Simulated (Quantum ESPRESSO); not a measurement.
**Parameter sweep on LaMgAu (P-62m, 9 atoms in the cell)**

```
LaMgAu
1.0
    7.70559     0.00000     0.00000
   -3.85279     6.67324     0.00000
    0.00000     0.00000     4.20449
La Mg Au
3 3 3
Direct
  0.58449   0.00000   0.00000
  0.41551   0.41551   0.00000
  0.00000   0.58449   0.00000
  0.23900   0.00000   0.50000
  0.76100   0.76100   0.50000
  0.00000   0.23900   0.50000
  0.33333   0.66667   0.50000
  0.66667   0.33333   0.50000
  0.00000   0.00000   0.00000
```

Base run A: LDA (PZ), GBRV 1.5 ultrasoft (LDA) pseudopotentials (Quantum ESPRESSO), self-consistent single point.

Its settings: ecutwfc = 40 Ry; ecutrho = 320 Ry; occupations = smearing; smearing = cold; degauss = 0.0073499 Ry; potentials = {La: la_lda_v1.uspp.F.UPF, Mg: mg_lda_v1.4.uspp.F.UPF, Au: au_lda_v1.uspp.F.UPF}; K_POINTS = automatic 4 4 6 0 0 0; conv_thr = 1e-10 Ry; mixing_beta = 0.4.

The starting cell comes from a database of published, mostly measured structures (it also holds non-ambient and calculated ones), without a prior relaxation at this level. Its lattice was rescaled by a random factor within 2.5 % of one.

ΔF is the free energy per atom less that of run A. 

Run A gave: pressure (GPa) -1.20; largest force (eV/Å) 0.059; iterations 16.

Runs:
- B: diagonalization: default → rmm-davidson
- C: diagonalization: default → rmm-paro
- D: diago_david_ndim: default → 3
- E: diago_david_ndim: default → 4
- F: diago_full_acc: default → true

Question: Which runs reach the base run's state, and which is quickest in iterations?

Answer: Runs B, C, D, E, F gave the same state as A (within 1 meV/atom). The fewest iterations to that state were 14 (D, E); the most were 24.

```csv
run,ΔF (meV/atom),pressure (GPa),largest force (eV/Å),iterations
A,0.00,-1.20,0.059,16
B,0.00,-1.20,0.059,24
C,0.00,-1.20,0.059,20
D,0.00,-1.20,0.059,14
E,0.00,-1.19,0.059,14
F,0.00,-1.20,0.059,16
```
